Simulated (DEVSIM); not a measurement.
abrupt Ge n-p junction

Structure: abrupt Ge n-p junction, at 300 K.

```
layer (left to right)  material  thickness (μm)  Nd (cm⁻³)  Na (cm⁻³)  τn (s)  τp (s)
---------------------  --------  --------------  ---------  ---------  ------  ------
1                            Ge           0.280     4.3e16          -  3.6e-5  3.6e-5
2                            Ge            1.30          -     1.8e14  3.6e-5  3.6e-5
```

Left contact: ohmic. Right contact: ohmic. Voltage is applied to the left contact. Recombination: SRH at mid-gap, radiative, Auger. Mobility is μmin + (μ − μmin)/(1 + (N/Nref)^α).

This is a model device: material constants are rounded textbook-type values typed into the input, and sizes, dopings and lifetimes were drawn at random. Values at 300 K.

```csv
parameter,Ge
gap (eV),0.664
affinity (eV),4
permittivity,16
Nc (cm⁻³),1.04e19
Nv (cm⁻³),6e18
μn (cm²/Vs),3900
μp (cm²/Vs),1900
"μn,min",150
"μp,min",100
"Nref,n",2.6e17
"Nref,p",4e17
αn,0.56
αp,0.6
B (cm³/s),6.4e-14
Cn (cm⁶/s),1e-31
Cp (cm⁶/s),1e-31
```

Model (solved in DEVSIM): 1D drift-diffusion, Boltzmann statistics, complete ionisation; no tunnelling, impact ionisation, image-force lowering or self-heating.

* **Potential step across the device at zero bias**: 0.253 V
* **Largest field in the device at zero bias**: 9900 V/cm
* **Dark forward voltage at 100 A/cm²**: 0.165 V

Dark forward current:

```csv
V (V),J (A/cm²)
-0.05,-4.4
-0.10,-20
-0.15,-72
-0.20,-220
-0.25,-560
-0.30,-1100
-0.35,-1900
-0.40,-2500
```

Small-signal capacitance in reverse bias (quasi-static):

| V (V) | C (nF/cm²) |
|---|---|
| 0.2 | 11.8 |
| 0.5 | 11.1 |
| 1 | 10.8 |
| 1.5 | 10.7 |
| 2 | 10.6 |
| 3 | 10.5 |
| 4 | 10.4 |
| 5 | 10.2 |
| 6.5 | 10.1 |
| 8 | 9.91 |
| 10 | 9.68 |
